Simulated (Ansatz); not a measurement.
For Zn (model structure, started from the diamond type, Fd-3m, No. 227, 2 atoms in the cell), LDA (Ansatz, a program for electronic structure, plane waves, PAW) gives:

```
Item                                  Result
------------------------------  ------------
equilibrium lattice constant a       5.552 Å
bulk modulus B0                     42.2 GPa
cohesive energy                 1.26 eV/atom
```

What does r²SCAN (Ansatz, plane waves, PAW) give for the same quantities?


- lattice constant a: 5.688 Å (increases by 2.4 %)
- bulk modulus: 34.7 GPa (falls by 18 %)
- cohesive energy: 0.90 eV/atom (decreases by 0.36 eV/atom)

Changes are worked out from the printed values.

Unless a cell is named, each level is at its own relaxed cell (LDA 21.39, r²SCAN 23.01 Å³/atom).

Caveats: the bulk modulus is −V dP/dV from two relaxed cells at ±2 % in volume (LDA, r²SCAN). Ansatz's density-functional and Hartree–Fock values are scalar-relativistic unless marked +SOC, with PAW data made under PBE.

A model structure was made by putting elements into a prototype or built by hand; it is no filed structure, need not be a known phase, and can be a saddle point held by its symmetry.
